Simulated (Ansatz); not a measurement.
**Surface dipole against coverage: Li on fcc Au (100)**

One Li atom in each cell of a four-layer slab of fcc Au (100), started at a fourfold hollow site; the adatom and the upper two layers relax, with a dipole correction. Δφ is the change of the top face's work function against the clean slab's 5.06 eV. By the Helmholtz relation an adatom's dipole is μ = |Δφ|/(0.377 eV × n) in debye, for n adatoms per nm². In Topping's model neighbouring dipoles depolarise each other, so that 1/μ = (1 + 9α·n^(3/2))/μ0 is a line in x = n^(3/2). Method: PBE (plane waves to 420 eV, PAW; Ansatz, an electronic-structure program). All cells sample the k points of the 1×1 cell's 12×12×1 mesh, with Fermi-Dirac smearing of 0.1 eV (energies taken to zero smearing), without spin polarisation or spin-orbit coupling.

```csv
cell,x (nm⁻³),1/μ (1/D),n (nm⁻²),Δφ (eV)
4×3,0.94,0.495,0.96,-0.73
3×3,1.47,0.512,1.29,-0.95
4×2,1.75,0.525,1.45,-1.04
3×2,2.68,0.547,1.93,-1.33
2×2,4.91,?,2.89,?
```

Fit 1/μ of the 4 rows that show it with a straight line. With u = x - 1.7, the rows have u = -0.7600, -0.2300, 0.0500, 0.9800. Means: u 0.010000, 1/μ 0.5198. About the means, the sum of products is 0.047560 and the sum of squares of u is 1.5930; the slope is their ratio. Least squares gives 1/μ = 0.5195 + 0.02986·u. Residuals (row less fit): -0.0018, -0.0006, 0.0040, -0.0018; standard error 0.0034 (degrees of freedom: 2). At x = 0 the line gives 1/μ0 = 0.469, so a lone adatom carries about 2.1 D, its positive end outward; slope over intercept is 9α, which puts α at roughly 7.1 Å³, a figure that hangs on Δφ's last digit.

Question: Predict the withheld 1/μ at x = 4.91 from the fit, and compare with the calculation.

Answer: u = 3.2100, so 1/μ = 0.5195 + 0.02986 × 3.2100 = 0.6154 1/D. The calculation gives 0.592 1/D, 0.0234 1/D below the prediction (24.1 % of the range of 1/μ in the table). The row lies outside the fitted rows, so this is an extrapolation.

The model takes a square or triangular net of point dipoles; the 4×2, 3×2 and 4×3 nets are stretched, and dense layers bond among themselves. Chains in 3×1 and 2×1 cells were run too and aren't shown. Only series are tabulated where Δφ keeps its sign and exceeds 0.12 eV, and the fitted rows scatter about the line by under a tenth of the table's range (standard error).

As a change of work function, the prediction is 0.377 × 2.89/0.615 = 1.77 eV in size, against 1.84 eV from the run.

Each row is one calculation, so residuals can be the form's limits or numerical noise.
